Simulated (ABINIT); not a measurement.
**Pressure against volume in bcc Nb (space group 229) (ABINIT, LDA)**

```
Nb
1.0
   -1.58583     1.58583     1.58583
    1.58583    -1.58583     1.58583
    1.58583     1.58583    -1.58583
Nb
1
Direct
  0.00000   0.00000   0.00000
```

Computed with LDA (PW92), norm-conserving pseudopotentials (PseudoDojo nc-sr-04 LDA standard) (plane waves; ABINIT). Settings: pseudos = [Nb.upf]; ecut = 106 Ry; occopt = 3; tsmear = 0.00183747 Ha; ngkpt = 25 25 25; nshiftk = 1; shiftk = 0 0 0; potentials = PseudoDojo nc-sr-04 LDA standard; nband = 12; kptopt = 1; nstep = 80; tolvrs = 1e-10. The cell above is the first row's. The rows scale it uniformly. In all rows the k mesh is held.

| V (Å^3/atom) | P (GPa) |
|---|---|
| 15.952 | 15.48 |
| 16.299 | 10.44 |
| 16.646 | 5.87 |
| 16.993 | 1.70 |
| 17.340 | -2.10 |
| 17.686 | -5.57 |
| 18.033 | -8.74 |
| 18.380 | -11.63 |
| 18.727 | ? |

Taking a cubic for P over the 8 complete rows: With u = V - 17.2, the rows have u = -1.2480, -0.9010, -0.5540, -0.2070, 0.1400, 0.4860, 0.8330, 1.1800. Least squares gives P = -0.616 - 10.8577·u + 1.4547·u² - 0.1412·u³. Residuals (row less fit): 0.005, -0.011, 0.000, 0.005, 0.008, -0.005, -0.007, 0.005; standard error 0.009 (degrees of freedom: 4). The fitted pressure is zero at V0 = 17.14, where dP/dV = -11.02, so B0 = -V0·dP/dV = 189 GPa.

Problem. What does the fit predict for P at V = 18.727, and how far is the calculated value from it?

Solution. u = 1.5270, so P = -0.616 - 10.8577 × 1.5270 + 1.4547 × 1.5270² - 0.1412 × 1.5270³ = -14.306 GPa. The calculation gives -14.26 GPa, 0.046 GPa above the prediction (0.2 % of the range of P in the table). The row lies outside the fitted rows, so this is an extrapolation. From the scatter of the fitted rows alone, a prediction at this place has a standard error of 0.024 GPa, so the miss is 1.9 times that.

Carrying the step between the two nearest rows on in a straight line would have given -14.52, off by 0.26; series whose last step already gives the withheld value aren't shown. The scan was laid around a cell of about the measured size, scaled by a guess for this functional. Spin polarisation is off. Cutoffs and mesh are single choices, not tested for convergence of this quantity. Series with a scatter that would blur these digits, or in which a gap closes, are not shown.
